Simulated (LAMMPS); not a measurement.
MD of Cu (fcc) with 25 % of Cu sites Pd at zero pressure over temperature, 4000 atoms; each row names its start.

All values are model results, not measurements: classical MD, pair style eam, the elements' _u3.eam files (universal-3 set of Foiles, Baskes and Daw) (LAMMPS).

| T (K), start | state | volume | enthalpy | first peak of g(r), Cu-Pd | coordination number of Cu by Pd | D(Cu) | D(Pd) |
|---|---|---|---|---|---|---|---|
| 300, crystal | crystal; no diffusion seen in 30 ps | 12.8489 ± 0.0002 Å³/atom | -3.6139 ± 0.0001 eV/atom | 2.63 Å, height 6.9 | 3.00 (counted to 3.18 Å) | - | - |
| 1030, crystal | crystal; no diffusion seen in 30 ps | 13.3267 ± 0.0004 Å³/atom | -3.4096 ± 0.0002 eV/atom | 2.62 Å, height 3.8 | 3.04 (counted to 3.26 Å) | - | - |
| 1400, melt | liquid | 14.110 ± 0.002 Å³/atom | -3.2000 ± 0.0003 eV/atom | 2.56 Å, height 3.0 | 3.69 (counted to 3.66 Å) | (3.20 ± 0.08) × 10^-5 cm²/s | (2.91 ± 0.03) × 10^-5 cm²/s |
| 1700, melt | liquid | 14.458 ± 0.001 Å³/atom | -3.1007 ± 0.0003 eV/atom | 2.56 Å, height 2.7 | 3.52 (counted to 3.62 Å) | (5.75 ± 0.02) × 10^-5 cm²/s | (5.1 ± 0.3) × 10^-5 cm²/s |
| 2070, melt | liquid | 14.912 ± 0.003 Å³/atom | -2.9802 ± 0.0006 eV/atom | 2.55 Å, height 2.4 | 3.54 (counted to 3.70 Å) | (8.7 ± 0.2) × 10^-5 cm²/s | (7.6 ± 0.2) × 10^-5 cm²/s |

Caution (rows 300, crystal; 1030, crystal): the random arrangement on this lattice is imposed, and need not be a phase that exists in equilibrium.

Caution (rows 1030, crystal; 1400, melt; 1700, melt; 2070, melt): a run this short can hold a crystal over, or a liquid under, the potential's own melting point, which these runs don't give.

States go by the mean squared displacement: a species diffuses where it passes 1.5 Å², still rises and gives D over 1e-6 cm²/s; a crystal has left its structure where atoms lie 0.35 Å off their sites on average or a cubic box changes its shape by 3 %, or the axial ratios of another lie 8 % off the starting cell's, which the potential's own relaxation can also do.

Errors of D are the spread over four groups of atoms in one short run; a floor of about 5 %, a picked value, is safer.

The ± values are statistical; the model's systematic error is not in them.
